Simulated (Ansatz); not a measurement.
A calculation on LaF (P6₃/mmc, No. 194; start mp-1184996) returned lattice constant a 4.255 Å, lattice parameter c 5.180 Å, bulk modulus 80.7 GPa.

Which level of theory produced these numbers?
A. PBE (Ansatz, an electronic-structure program)
B. r²SCAN (Ansatz)
C. PBEsol (Ansatz)
D. LDA (Ansatz)

D, LDA (Ansatz)

The others give: PBE 4.336 Å, 5.507 Å, 50.2 GPa; PBEsol 4.290 Å, 5.291 Å, 69.2 GPa; r²SCAN 4.324 Å, 5.416 Å, 64.2 GPa.

Unless a cell is named, each level is at its own relaxed cell (LDA 20.30, PBE 22.41, PBEsol 21.09, r²SCAN 21.92 Å³/atom).

Caveats: the bulk modulus is −V dP/dV from two relaxed cells at ±2 % in volume (PBE, PBEsol, r²SCAN, LDA); the relaxation could not lower the start's symmetry, so the cell can be a saddle point above a distorted one (PBE, PBEsol, r²SCAN, LDA). Ansatz's density-functional and Hartree–Fock values are scalar-relativistic unless marked +SOC, with PAW data made under PBE.

A start named mp-… is a Materials Project structure, which can be a computed phase never made.
